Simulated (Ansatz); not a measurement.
**O vacancy + O vacancy (beta Ga2O3 host)**

Calculation: PBE, PAW (plane waves to 420 eV; Ansatz, a first-principles code). A supercell of 120 sites (1×3×2 repeats of a cell of 20 atoms) was used; the energies come from a 2×2×2 shifted sampling of its zone. Sites at the start: the O(3) site; O(2) 2.65 Å away. Finite-size correction: monopole term and site-potential alignment. Dielectric constants: PBE linear response of the host. Host gap at this level: 2.01 eV. A cell of this size leaves errors of a few tenths of an eV. The semilocal functional narrows the gap, so deep levels can fall outside it. Spin–orbit coupling is left out. Each state is the lowest found from its start.

Formation energies E_f are given with the Fermi level at the valence-band maximum. Chemical conditions: Ga-rich (Δμ(O) = -3.04 eV; only phases computed here count, gases as isolated molecules at 0 K); O-rich (Δμ(O) = 0.00 eV; only phases computed here count, gases as isolated molecules at 0 K). Reference phases: O: O2 molecule in a box.

The name describes the start.

Charges with a result: +1, 0. Others weren't obtained, and one of them could lie lower, also by skipping a charge.

A further state could not be aligned with the host and is left out, so the set of levels is incomplete.

```json
[
 {"charge": "+1†", "moment (μB)": "1.0", "largest move off a lattice site (Å)": "0.95", "image correction with alignment (eV)": "-0.02", "E_f, Ga-rich (eV)": "–", "E_f, O-rich (eV)": "–"},
 {"charge": "0†", "moment (μB)": "not spin-polarised", "largest move off a lattice site (Å)": "0.55", "image correction with alignment (eV)": "0.00", "E_f, Ga-rich (eV)": "2.58", "E_f, O-rich (eV)": "8.65"}
]
```

† Not settled in this cell, so no level is given: charge +1: carriers not clearly localised; charge 0: carriers not clearly localised.

Flagged in the runs: a host whose relaxation on this sampling wasn't shown to rest.

All states together cost about 13 core-hours (a rough figure).
